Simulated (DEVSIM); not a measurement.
Device: Si p-i-n diode, at 300 K.

Layer 1 from the left is Si, thickness (μm) 0.320, Na (cm⁻³) 4e18, τn (s) 0.00088, τp (s) 0.00088. Layer 2 from the left is Si, thickness (μm) 0.220, Nd (cm⁻³) 1.4e13, τn (s) 0.00088, τp (s) 8.8e-5. Layer 3 from the left is Si, thickness (μm) 0.230, Nd (cm⁻³) 5.1e18, τn (s) 0.00088, τp (s) 0.00088.

Left contact: ohmic. Right contact: ohmic. Voltage is applied to the left contact. Recombination: SRH at mid-gap. Gap narrowing is on: ΔEg = 6.92 meV × (l + √(l² + 0.5)), l = ln(N/1.3e17 cm⁻³), shared equally by both band edges. Mobility is μmin + (μ − μmin)/(1 + (N/Nref)^α).

The device is made up for the run: typed textbook-type constants, with dimensions and the other settings drawn at random. Values at 300 K.

Si: gap (eV) 1.124, affinity (eV) 4.05, permittivity 11.7, Nc (cm⁻³) 2.86e19, Nv (cm⁻³) 3.1e19, μn (cm²/Vs) 1417, μp (cm²/Vs) 470, μn,min 52, μp,min 45, Nref,n 9.7e16, Nref,p 2.2e17, αn 0.68, αp 0.72.

Simulated with DEVSIM: 1D drift-diffusion, Boltzmann statistics, complete ionisation; no tunnelling, impact ionisation, image-force lowering or self-heating.

Question: What does the simulation give for the dark forward voltage at 100 A/cm², the potential step across the device at zero bias, the dark forward voltage at 1 A/cm²?

Answer: dark forward voltage at 100 A/cm² 0.786 V; potential step across the device at zero bias 0.977 V; dark forward voltage at 1 A/cm² 0.667 V.
